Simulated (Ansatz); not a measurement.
# SnSe2 under a change: electrons 7.0×10^21 cm⁻³

Take SnSe$_{2}$ in the CdI2 type structure (space group P-3m1, No. 164; a = 3.840 Å, c = 6.006 Å; layered, stacked along the Cartesian z axis) as the base.

Modification: 0.537 electrons added to each cell, a density of 7.0×10^21 cm⁻³, with a uniform compensating background at fixed cell and a 300 K Fermi–Dirac width.

The values are results of PBE-D3(BJ) in Ansatz (plane waves to 420 eV, PAW, scalar-relativistic without spin-orbit coupling), not measurements. Settings: 18×18×10 k-points, 0.0259 eV Fermi–Dirac smearing.

The gap between the host's bands decreases by 0.27 eV to 0.09 eV and the gap character is still indirect, K–Γ (79 % along) → k = (0, 0.444, 0.300) in the run's primitive reciprocal basis. The largest internal atomic displacement comes out as 0.073 Å and the Fermi level relative to the doped band's edge (positive inside the band; to 0.05 eV) is +0.85 eV.

Carriers are added with a uniform compensating background; total energy and stress of such cells depend on the potential's zero and are not compared; many-body gap narrowing is missing at this level. Gaps are Kohn–Sham eigenvalue differences; semilocal functionals usually give less than the measured gap. Whether these cells are dynamically stable was not tested.

Ansatz is a program for electronic structure.
